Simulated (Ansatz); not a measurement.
Start from PtGe (space group Pnma, No. 62; a = 5.7718 Å, b = 3.7130 Å, c = 6.1288 Å).

Method: r2SCAN, PAW, 500 eV (Ansatz, a program for electronic structure; no SOC).

One change was made to it. Results:

```csv
quantity,base,after
volume per atom,16.42 Å³,15.55 Å³
band gap,zero,zero
```

### Question
Name the change that was made.
A) pressure 10 GPa
B) pressure 0.3 GPa
C) pressure 5 GPa
D) pressure 1.5 GPa
E) pressure 0.7 GPa

### Answer
A, pressure 10 GPa. For comparison, the volume per atom in the other runs: pressure 5 GPa gives 15.95 Å³; pressure 0.7 GPa gives 16.35 Å³; pressure 1.5 GPa gives 16.27 Å³; pressure 0.3 GPa gives 16.39 Å³.

Load acts through the strain it causes; cell and atoms are relaxed under it. No phonon test of stability was made. No other phases were tried under pressure. The final runs are not spin-polarised.
